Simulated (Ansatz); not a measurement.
The structure below was relaxed with r2SCAN/PAW in Ansatz (an electronic-structure program), no spin-orbit coupling.

```yaml
crystal:
  lattice:
    - [-2.63397, 2.63397, 5.30670]
    - [2.63397, -2.63397, 5.30670]
    - [2.63397, 2.63397, -5.30670]
  atoms:
    - { symbol: Cu, position: [0.00000, 0.00000, 0.00000] }
    - { symbol: Cu, position: [0.75000, 0.25000, 0.50000] }
    - { symbol: Zn, position: [0.25000, 0.75000, 0.50000] }
    - { symbol: Pd, position: [0.50000, 0.50000, 0.00000] }
    - { symbol: S, position: [0.63810, 0.62565, 0.51496] }
    - { symbol: S, position: [0.11069, 0.12314, 0.48504] }
    - { symbol: S, position: [0.37435, 0.88931, 0.01245] }
    - { symbol: S, position: [0.87686, 0.36190, 0.98755] }
```

Find the space group and the Wyckoff positions.

Space group I-4 (No. 82); a = b = 5.268 Å, c = 10.613 Å, α = β = γ = 90.00°

```json
[
 {"atom": "Cu", "site": "2a", "symmetry": "-4..", "x": "0.0000", "y": "0.0000", "z": "0.0000"},
 {"atom": "Cu", "site": "2c", "symmetry": "-4..", "x": "0.0000", "y": "0.5000", "z": "0.2500"},
 {"atom": "Zn", "site": "2d", "symmetry": "-4..", "x": "0.5000", "y": "0.0000", "z": "0.2500"},
 {"atom": "Pd", "site": "2b", "symmetry": "-4..", "x": "0.0000", "y": "0.0000", "z": "0.5000"},
 {"atom": "S", "site": "8g", "symmetry": "1", "x": "0.2513", "y": "0.2637", "z": "0.3744"}
]
```

Whether these cells are dynamically stable was not tested. All final runs are without spin polarisation. The cell was made from ZnCu2SnS4 by this change: Sn → Pd; the result is a hypothetical phase, not in the database extracts checked. ZnCu2PdS4 has a high density of states at the Fermi level and may be magnetic at this level.
